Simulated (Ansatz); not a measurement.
Functionals compared on H on graphene, one in a 3x3 cell, started at the site 'hollow C', in Ansatz (plane waves, PAW). The structure was relaxed with PBE; the other rows are single points on it, each with its references at the same level. Cutoff 420 eV (500 eV for r2SCAN).

Slab: 19 atoms; k 4x4x1, smearing 0.05 eV, dipole-corrected; 1 atoms held, the rest relaxed; held to the part of the start's symmetry that mesh and held atoms allow; spin-polarised, no spin-orbit, no U, no dispersion correction. At the end it is bonded to C. In PBE it is, or lies within 0.03 eV of, the lowest of the starts that converged. These notes are the PBE run's. r2SCAN: The program's check for a lower electronic state was not made. Adsorption energies are against ½ H2(g). A negative adsorption energy means that the adsorbate is more stable on the surface than in its reference.

A dash marks a value that is undefined for that row or was read on another mesh.

```tsv
functional	adsorption energy (eV)	work function of the top face (eV)	change of the work function (eV)	magnetic moment of the cell (μB)	rough cost of the single point
PBE	1.47	3.88	-0.36	1.01	–
RPBE	(withheld)	(withheld)	(withheld)	1.01	roughly 2.6 core-minutes
r2SCAN	1.39	–	–	1.00	roughly 5 core-minutes
```

Task: Some entries are withheld; supply them.

Result: 
- RPBE, adsorption energy (eV): 1.56
- RPBE, work function of the top face (eV): 3.78
- RPBE, change of the work function (eV): -0.34

Ansatz is an electronic-structure program.
